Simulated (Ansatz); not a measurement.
Consider Si in the diamond structure (space group Fd-3m, No. 227; a = 5.4443 Å).

Structures relaxed with r2SCAN (Ansatz, a first-principles code, PAW, no spin-orbit coupling).

Base:

Simulated powder pattern, Cu Kα, λ = 1.54184 Å (kinematic, ideal powder, no thermal factors, no anomalous dispersion; the 10 strongest lines at most, above 2 %, up to 2θ = 90°):

```tsv
2θ (°)	I/Imax (%)	hkl
28.39	100	(111)
47.22	67	(220)
56.02	40	(311)
69.00	11	(400)
76.23	16	(331)
87.85	23	(422)
```

After one change:

Simulated powder pattern, Cu Kα, λ = 1.54184 Å (kinematic, ideal powder, no thermal factors, no anomalous dispersion; the 10 strongest lines at most, above 2 %, up to 2θ = 90°):

| 2θ (°) | I/Imax (%) |
|---|---|
| 28.68 | 100 |
| 47.71 | 67 |
| 56.62 | 40 |
| 69.77 | 11 |
| 77.11 | 16 |
| 88.93 | 23 |

### Question
Name the change that was made.
(A) pressure 1.5 GPa
(B) pressure 3 GPa
(C) pressure 10 GPa
(D) pressure 0.3 GPa

### Answer
B, pressure 3 GPa. Its volume per atom is 19.59 Å³ against 20.17 Å³, and its space group is Fd-3m (No. 227).

Load acts through the strain it causes; cell and atoms are relaxed under it. Whether these cells are dynamically stable was not tested. Tetrahedral semiconductors of this kind turn to denser phases somewhere between about 1 and 50 GPa; those were not computed, so compressed cells here can lie past the real transition.
